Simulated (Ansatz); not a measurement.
Data:

End structure of a constructed model of the (0001) surface of 4H silicon carbide, Si-terminated, (√3x√3)R30° Ge adatom at H3 (bottom of the slab: 3 H on 3 bottom sites):

```xyz
28
Lattice="4.6411 2.6796 0.0000 -4.6411 2.6796 0.0000 0.0000 0.0000 27.0000" Properties=species:S:1:pos:R:3 pbc="T T T"
C      0.0000     0.0000     9.1409
C     -1.5470     2.6796     9.1409
C      1.5470     2.6796     9.1409
Si    -1.5470     0.8932     9.7750
Si     1.5470     0.8932     9.7750
Si     0.0000     3.5727     9.7750
C     -1.5470     0.8932    11.6691
C      1.5470     0.8932    11.6757
C      0.0000     3.5727    11.6757
Si    -0.0029     0.0017    12.3058
Si    -1.5470     2.6762    12.3058
Si     1.5500     2.6812    12.3058
C     -0.0079     0.0045    14.2023
C     -1.5470     2.6705    14.2023
C      1.5549     2.6841    14.2023
Si    -3.1067     1.7936    14.8374
Si     0.0126     1.7936    14.8374
Si     3.0941     1.7719    14.8374
C     -3.1249     1.8041    16.7470
C      0.0308     1.8041    16.7470
C      3.0941     1.7508    16.7470
Si    -0.0439     0.0253    17.3987
Si    -1.5470     2.6289    17.3987
Si     1.5909     2.7049    17.3987
H      0.0011    -0.0006     8.0379
H     -1.5470     2.6809     8.0379
H      1.5459     2.6789     8.0379
Ge    -1.5470     0.8932    19.2872
```

Slab: 28 atoms, 11.0 Å thick at the start with caps and adatoms (thin: gaps and levels are the slab's own); k 6x6x1, smearing 0.025 eV, dipole-corrected; 6 atoms held, the rest relaxed; held to the start's symmetry, so lower structures may exist; spin-polarised, ending with about 1.0 μB a cell; orders that need a larger cell were not tried, no spin-orbit, no U. In PBE it lies 0.14 eV a 1x1 cell over the lowest computed structure of the same composition ((√3x√3)R30° Ge adatom at T4).

**Question.** Give the gap of the slab on its k-mesh at the level PBE (Ansatz, a quantum-chemistry and plane-wave program).

**Answer.** 0.30 eV

**Question.** Estimate the highest filled level below the top vacuum level that PBE returns for this input.

**Answer.** 4.89 eV
